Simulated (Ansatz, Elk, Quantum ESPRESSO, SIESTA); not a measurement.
## One structure in several programs: FeMo2 (Fmmm, 3 atoms in the cell)

Self-consistent single point, at a second geometry (lattice scaled by 0.98). First geometry:

```
CELL_PARAMETERS angstrom
      0.00000     2.14412     6.44186
      1.58061     0.00000     6.44186
      1.58061     2.14412     0.00000
ATOMIC_POSITIONS crystal
  Fe 0.00000 0.00000 0.00000
  Mo 0.33863 0.33863 0.66137
  Mo 0.66137 0.66137 0.33863
```
Moments meant for the start (each program seeds them in its own way; μB, in the order of the atoms Fe Mo Mo): 4.0 0.0 0.0.

Shared settings, as Ansatz (a program for electronic structure) writes them: kpoints.mp_grid.grid = 6 6 6; scf.occupations.method = gaussian; scf.occupations.width = 0.272 eV. Potentials and cutoffs stand in the table.

```tsv
code	model	ΔF from the first geometry (meV/atom)	pressure (GPa)	largest force (eV/Å)	size of the net moment (μB/atom)	cutoff
Quantum ESPRESSO	LDA (PZ), GBRV 1.5 ultrasoft (LDA) pseudopotentials	-74.7	-6.99	0.803	0.00	50 Ry
Ansatz	LDA (PW92), PAW files made with PBE	-53.7	-2.81	0.334	0.61	default
Elk	LDA (PW92), all-electron FP-LAPW, Elk's shipped species files, APW+lo basis with extra local orbitals	–	–	–	0.60	rgkmax 8
SIESTA	LDA PW92, numerical atomic orbitals DZP, PseudoDojo LDA standard norm-conserving potentials (rewritten from UPF to PSML)	-46.0	-0.80	0.411	0.64	grid 300 Ry
```

A dash marks a value that a program does not give, or that is left out as unsure.

The net moments differ, which can mean other magnetic states; other values may part for that reason too.

On Ansatz's run: with one magnetic atom in the cell only a parallel order is possible.

The spread over the programs that give each value: ΔF from the first geometry within 28.7 meV/atom; pressure within 6.19 GPa; largest force within 0.469 eV/Å; size of the net moment within 0.64 μB/atom.

SIESTA uses small atom-centred bases, whose incompleteness enters pressures, forces and empty levels differently from a plane-wave cutoff. Elk treats all electrons, but the usual bases taken here (sphere radii, linearisation, local orbitals, empty states) were not tested for convergence, so the values are no reference for the others. Ansatz's pressure is given at a fixed set of plane waves, as the other plane-wave codes print theirs; with its correction for the finite basis it is -2.77 GPa. The same LDA comes in different parametrisations, which differ slightly.

The shared mesh is coarse (it stands for a supercell whose shortest vector is 16 Å), so the values are not converged in it.

The starting cell comes from a database of computed structures (which also holds hypothetical and non-ambient phases and stackings), without a prior relaxation at this level. For this run, on top of that: lattice scaled by 0.98.

Keys are those of Ansatz 0.2.
